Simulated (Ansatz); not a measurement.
The reference is Na in the bcc (W type) structure (space group Im-3m, No. 229; a = 4.1735 Å; relaxed with 0.1 eV smearing).

Method: PBEsol/PAW in Ansatz (an electronic-structure program), spin-orbit coupling left out.

Before the change:

The pressure is 0.0 GPa.

Perturbation: an isotropic linear strain of −3.00 %; the atoms relax in the strained cell.

Q: Predict the new pressure and energy relative to the base.

A: The pressure goes from zero to 0.8 GPa; the energy goes up by 7.8 meV/atom.

Whether these cells are dynamically stable was not tested.
